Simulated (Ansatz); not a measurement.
SrTaO3 (Pm-3m, No. 221, 5 atoms in the cell; start mp-1186755)

Method: LDA (plane waves, PAW; Ansatz, an electronic-structure program).

Numerical settings: plane-wave cutoff 520 eV, 14×14×14 k mesh, Fermi–Dirac smearing 0.05 eV, scalar-relativistic PAW data made under PBE.

Cell (relaxed at this level):

```
CELL_PARAMETERS angstrom
      3.98414     0.00000     0.00000
      0.00000     3.98414     0.00000
      0.00000     0.00000     3.98414
ATOMIC_POSITIONS crystal
  Sr 0.00000 0.00000 0.00000
  Ta 0.50000 0.50000 0.50000
  O  0.50000 0.50000 0.00000
  O  0.00000 0.50000 0.50000
  O  0.50000 0.00000 0.50000
```

```
Property           Value
---------------  -------
band gap            none
bulk modulus B0  213 GPa
```

Note: the relaxation could not lower the start's symmetry, so the cell can be a saddle point above a distorted one; the bulk modulus is −V dP/dV from two relaxed cells at ±2 % in volume.

Spin–orbit coupling is not included; it can open a gap where bands touch, and shift volumes and moduli.

Cost on a shared machine: very roughly 90 core-seconds.

A start named mp-… is a Materials Project structure, which need not be a measured phase.
